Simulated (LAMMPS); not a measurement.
MD from the melt across the composition of Cu (fcc) with a share x of Cu sites Zr; each row has its own temperature.

Method: classical MD, pair style eam/fs, file CuZr_mm.eam.fs (LAMMPS).

```tsv
x	volume	state	enthalpy	self-diffusion coefficient of Cu (not corrected for cell size)	viscosity	T (K)
0.1	14.440 ± 0.004 Å³/atom	liquid	-2.9861 ± 0.0006 eV/atom	(4.20 ± 0.05) × 10^-5 cm²/s	-	1650
0.25	16.158 ± 0.004 Å³/atom	liquid	-3.4547 ± 0.0009 eV/atom	(4.9 ± 0.2) × 10^-5 cm²/s	-	1780
0.36	17.087 ± 0.003 Å³/atom	liquid	-3.9395 ± 0.0007 eV/atom	(2.10 ± 0.04) × 10^-5 cm²/s	-	1490
0.44	18.044 ± 0.003 Å³/atom	liquid	-4.201 ± 0.001 eV/atom	(1.90 ± 0.05) × 10^-5 cm²/s	7 ± 1 mPa s	1490
0.5	19.282 ± 0.003 Å³/atom	liquid	-4.2023 ± 0.0007 eV/atom	(5.9 ± 0.1) × 10^-5 cm²/s	-	2000
0.6	20.004 ± 0.002 Å³/atom	liquid	-4.6909 ± 0.0008 eV/atom	(1.94 ± 0.02) × 10^-5 cm²/s	-	1490
0.75	22.498 ± 0.004 Å³/atom	liquid	-4.8861 ± 0.0009 eV/atom	(7.7 ± 0.2) × 10^-5 cm²/s	3.2 ± 0.2 mPa s	2230
0.9	24.274 ± 0.005 Å³/atom	liquid	-5.2879 ± 0.0007 eV/atom	(9.2 ± 0.8) × 10^-5 cm²/s	-	2360
```

Caution: a run this short can hold a crystal over, or a liquid under, the potential's own melting point, which these runs don't give.

States go by the mean squared displacement: a species diffuses where it passes 1.5 Å², still rises and gives D over 1e-6 cm²/s; a crystal has left its structure where atoms lie 0.35 Å off their sites on average or a cubic box changes its shape by 3 %, or the axial ratios of another lie 8 % off the starting cell's, which the potential's own relaxation can also do.

Errors of D are the spread over four groups of atoms in one short run; a floor of about 5 %, a picked value, is safer.

Errors shown are sampling errors alone.
